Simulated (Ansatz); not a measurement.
For BePt (model structure, started from the CuAu type, P4/mmm, No. 123, 2 atoms in the cell), LDA (Ansatz, a quantum-chemistry and plane-wave program, plane waves, PAW) gives:

equilibrium lattice constant a: 2.756 Å
c axis length: 2.893 Å
bulk modulus B0: 242 GPa
cohesive energy: 6.44 eV/atom

What does r²SCAN (PAW; Ansatz) give for the same quantities?


- lattice constant a: 2.782 Å (increases by 0.9 %)
- lattice parameter c: 2.937 Å (grows by 1.5 %)
- bulk modulus: 224 GPa (falls by 7.4 %)
- cohesive energy: 5.51 eV/atom (drops by 0.93 eV/atom)

Changes are worked out from the printed values.

Unless a cell is named, each level is at its own relaxed cell (LDA 10.99, r²SCAN 11.37 Å³/atom).

Levels without +SOC leave out spin–orbit coupling, which shifts energies and cells of such heavy elements.

The crystal itself was run without spin with LDA, r²SCAN; a magnetic state was not tried in these runs.

Caveats: the bulk modulus is −V dP/dV from two relaxed cells at ±2 % in volume (LDA, r²SCAN). Ansatz's density-functional and Hartree–Fock values are scalar-relativistic unless marked +SOC, with PAW data made under PBE.

A model structure was made by putting elements into a prototype or built by hand; it is no filed structure, need not be a known phase, and can be a saddle point held by its symmetry.
